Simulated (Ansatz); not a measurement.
The starting structures come from a database of crystals and need not be the phases stable at ambient conditions.

Tunnelling through a barrier is set by its complex band structure: the current falls as exp(−2κd) with the smallest κ.

```
BiBrS
1.0
    4.05545     0.00000     0.00000
    0.00000     9.72713     0.00000
    0.00000     0.00000     8.16159
Bi S Br
4 4 4
Direct
  0.75000   0.13219   0.85815
  0.25000   0.86781   0.14185
  0.25000   0.63219   0.64185
  0.75000   0.36781   0.35815
  0.25000   0.94550   0.83306
  0.75000   0.05450   0.16694
  0.75000   0.44550   0.66694
  0.25000   0.55450   0.33306
  0.75000   0.67188   0.99034
  0.25000   0.32812   0.00966
  0.25000   0.17188   0.50966
  0.75000   0.82812   0.49034
```

Space group of this cell: Pnma. The cell was relaxed by PBE-D3(BJ); by r2SCAN its mean pressure is 1.0 GPa.

Transport runs along the normal of the first two printed cell vectors.

No gap correction and no spin-orbit coupling; mid-gap values are interpolated between computed energies.

### Question
State the band gap and the smallest decay constant κ at mid-gap according to r2SCAN (Ansatz, a program for electronic structure).

### Answer
Gap 2.28 eV on a 8×4×4 mesh; κ = 0.232 1/Å, at (0.250, 0.000) of the in-plane reciprocal vectors. At the zone centre, at the nearest computed energy, the slowest state has κ = 0.29 1/Å.
